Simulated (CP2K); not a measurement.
A relaxation of cell and atoms of FeAs₂ (P1, 6 atoms in the cell) with CP2K.

Computed with LDA (Pade form), GPW, DZVP-MOLOPT-SR-GTH basis, GTH-PADE potentials (GTH_POTENTIALS) in CP2K.

```
CELL_PARAMETERS angstrom
      5.24610     0.00000     0.00000
      0.00000     5.96022     0.00000
      0.00000     0.00000     2.87388
ATOMIC_POSITIONS crystal
  Fe 0.00479 0.99521 0.00285
  Fe 0.48401 0.49974 0.49724
  As 0.18626 0.36282 0.98356
  As 0.82684 0.63988 0.00411
  As 0.67441 0.14630 0.49333
  As 0.32370 0.85606 0.51892
```

Reference input (self-consistent single point, DFT LDA (Pade form), GPW, DZVP-MOLOPT-SR-GTH basis, GTH-PADE potentials (GTH_POTENTIALS)): CUTOFF = 600 Ry; REL_CUTOFF = 60 Ry; SMEAR/METHOD = FERMI_DIRAC; ELECTRONIC_TEMPERATURE = 116.05 K; KPOINTS/SCHEME = MONKHORST-PACK 3 3 5; XC_FUNCTIONAL = PADE; Fe/BASIS_SET = DZVP-MOLOPT-SR-GTH; Fe/POTENTIAL = GTH-PADE-q16; As/BASIS_SET = DZVP-MOLOPT-SR-GTH; As/POTENTIAL = GTH-PADE-q5; METHOD = GPW; EPS_DEFAULT = 1e-10. This run's input differs from it in these lines:

```diff
@@ -2,3 +2,3 @@
   PROJECT run
-  RUN_TYPE ENERGY_FORCE
+  RUN_TYPE CELL_OPT
   PRINT_LEVEL MEDIUM
@@ -14,2 +14,3 @@
       EPS_DEFAULT 1E-10
+      EXTRAPOLATION USE_GUESS
     &END QS
@@ -91,2 +92,20 @@
 &END FORCE_EVAL
+&MOTION
+  &CELL_OPT
+    OPTIMIZER BFGS
+    MAX_ITER 60
+    MAX_FORCE 4E-4
+    RMS_FORCE 3E-4
+    EXTERNAL_PRESSURE [GPa] 0
+    PRESSURE_TOLERANCE [bar] 200
+  &END CELL_OPT
+  &PRINT
+    &CELL ON
+    &END CELL
+    &RESTART OFF
+    &END RESTART
+    &RESTART_HISTORY OFF
+    &END RESTART_HISTORY
+  &END PRINT
+&END MOTION
```

The program printed (abridged):

```
 SCF WAVEFUNCTION OPTIMIZATION

  Step     Update method      Time    Convergence         Total energy    Change
     1 NoMix/Diag. 0.20E+00      -     1.94265470      -273.7027715250 -2.74E+02
     2 Broy./Diag. 0.20E+00      -     0.60416937      -264.6445983863  9.06E+00
     3 Broy./Diag. 0.20E+00      -     0.09815560      -277.8119636520 -1.32E+01
     4 Broy./Diag. 0.20E+00      -     0.08501768      -273.2581372487  4.55E+00
     5 Broy./Diag. 0.20E+00      -     0.06630972      -271.3805177875  1.88E+00
     6 Broy./Diag. 0.20E+00      -     0.03841290      -272.0491015149 -6.69E-01
   [... 11 lines left out ...]
    18 Broy./Diag. 0.20E+00      -     0.00000133      -272.6275651398 -2.73E-06
    19 Broy./Diag. 0.20E+00      -     0.00000016      -272.6275638510  1.29E-06
    20 Broy./Diag. 0.20E+00      -     0.00000019      -272.6275596542  4.20E-06
    21 Broy./Diag. 0.20E+00      -     0.00000004      -272.6275585053  1.15E-06
  *** SCF run converged in    21 steps ***

  Overlap energy of the core charge distribution:               0.00000000195310
  Self energy of the core charge distribution:               -455.45048005201363
  Core Hamiltonian energy:                                    124.17089124969871
  Hartree energy:                                              91.24186815955227
  Exchange-correlation energy:                                -32.58983786445246
  Electronic entropic energy:                                  -0.00000000004454
  Fermi energy:                                                 0.33139530446017

  Total energy:                                              -272.62755850530658
  Total energy (extrapolated to T->0):                       -272.62755850528430

                     Mulliken Population Analysis

   [... lines left out ...]
  Fermi energy:                                                 0.33441335174743
  Total energy:                                              -272.63031504132476
 OPT| Pressure deviation [bar]                                 -49561.4069927637
 OPT| Pressure tolerance [bar]                                    200.0000000000
 OPT| Pressure is converged                                                   NO
  Fermi energy:                                                 0.35185707030566
  Total energy:                                              -272.63608777744787
 OPT| Pressure deviation [bar]                                     58.6022720705
 OPT| Pressure tolerance [bar]                                    200.0000000000
 OPT| Pressure is converged                                                  YES
   [... lines left out ...]
       4     As       2          5.054562                             -0.054562
       5     As       2          5.054536                             -0.054536
       6     As       2          5.054570                             -0.054570
 # Total charge                             52.000000                 -0.000000

 ENERGY| Total FORCE_EVAL ( QS ) energy [hartree]           -272.636087777447869
```

The run converged. 

Summary of the result:
```
Item                                                                                                    Result
------------------------------------------------  ------------------------------------------------------------
Free energy E − TS                                                                               -7418.8059 eV
Top of the valence band (on the code's own zero)                                                       9.38 eV
Gap on the k-point mesh                                                                                0.39 eV
Pressure                                                                                              0.01 GPa
Largest force (vector length)                                                                       0.004 eV/Å
Final cell                                        a = 5.2048 Å, b = 5.8615 Å, c = 2.8304 Å, α = β = γ = 90.00°
Final volume per atom                                                                                 14.39 Å³
Relaxation steps                                                                                            20
```

The starting cell comes from a database of computed structures (which also holds hypothetical and non-ambient phases and stackings), without a prior relaxation at this level. Its atoms were displaced at random from the sites of space group no. 58. Values carry the incompleteness of an atom-centred basis.

Cost on one core of a shared machine: roughly 20 min.
